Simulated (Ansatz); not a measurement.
TiB2 under a change: B interstitial (started 1.53 Å from the nearest host atom), symmetric start

The reference is a 9-atom supercell of TiB$_{2}$ (space group P6/mmm, No. 191; a = 3.017 Å, c = 3.185 Å) at its relaxed geometry.

Now apply this change: a neutral B interstitial (started 1.53 Å from the nearest host atom), symmetric start, atoms relaxed at fixed cell.

Level of theory: Ansatz (a first-principles code) PBEsol, no spin-orbit coupling. Settings: 9×9×9 k-points, 0.05 eV Fermi–Dirac smearing.

```json
[
 {"quantity": "largest displacement of a host atom from its site in the perfect cell", "base": "–", "changed": "0.33 Å", "shift": "–"},
 {"quantity": "final site of the added atom", "base": "–", "changed": "4 B at 1.81 Å and 4 Ti at 1.84–2.61 Å", "shift": "–"}
]
```

Final structure:

```yaml
crystal:
  lattice:
    - [4.52607, -2.61313, 0.00000]
    - [0.00000, 5.22626, 0.00000]
    - [4.52607, 2.61313, 3.18507]
  atoms:
    - { symbol: Ti, position: [0.95506, 0.91847, 0.00835] }
    - { symbol: Ti, position: [0.65833, 0.32500, 0.00834] }
    - { symbol: Ti, position: [0.36158, 0.73150, 0.00835] }
    - { symbol: B, position: [0.49269, 0.82501, 0.50832] }
    - { symbol: B, position: [0.15472, 0.15542, 0.50834] }
    - { symbol: B, position: [0.82430, 0.49458, 0.50834] }
    - { symbol: B, position: [0.82400, 0.82501, 0.50832] }
    - { symbol: B, position: [0.49236, 0.15542, 0.50834] }
    - { symbol: B, position: [0.16194, 0.49458, 0.50834] }
    - { symbol: B, position: [0.15835, 0.32501, 0.00832] }
```

In so small a cell the defect repeats every few ångströms: this is an ordered compound, not a dilute defect. The defect started on the symmetric site and kept its symmetry, so it may sit on a saddle. The final runs are not spin-polarised. The defect cell is not spin-polarised.
